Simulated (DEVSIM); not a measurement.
System: Si p+/n-/n+ power diode, at 500 K.

Layer 1 from the left is Si, thickness (μm) 4.20, Na (cm⁻³) 7.7e18, τn (s) 3.7e-6, τp (s) 3.7e-6. Layer 2 from the left is Si, thickness (μm) 9.90, Nd (cm⁻³) 1.5e14, τn (s) 3.7e-6, τp (s) 3.7e-6. Layer 3 from the left is Si, thickness (μm) 6.30, Nd (cm⁻³) 1.3e18, τn (s) 3.7e-6, τp (s) 3.7e-6.

Left contact: ohmic. Right contact: ohmic. Voltage is applied to the left contact. Recombination: SRH at mid-gap, Auger. Mobility is constant in doping.

This is a model device: material constants are rounded textbook-type values typed into the input, and sizes, dopings and lifetimes were drawn at random. Values at 300 K; Nc and Nv go as T^1.5, mobilities as T to minus their exponent, the gap by Varshni's rule with the affinity fixed.

Si: gap (eV) 1.124, affinity (eV) 4.05, permittivity 11.7, Nc (cm⁻³) 2.86e19, Nv (cm⁻³) 3.1e19, μn (cm²/Vs) 1417, μp (cm²/Vs) 470, T exponent of μn 2.3, T exponent of μp 2.2, Cn (cm⁶/s) 2.8e-31, Cp (cm⁶/s) 9.9e-32, Varshni α (eV/K) 0.000473, Varshni β (K) 636.

DEVSIM, 1D drift-diffusion, Boltzmann statistics, complete ionisation; no tunnelling, impact ionisation, image-force lowering or self-heating.

What does the simulation give for the potential step across the device at zero bias, the dark forward voltage at 1 A/cm², the dark forward voltage at 100 A/cm²?

potential step across the device at zero bias 0.806 V; dark forward voltage at 1 A/cm² 0.356 V; dark forward voltage at 100 A/cm² 0.578 V.
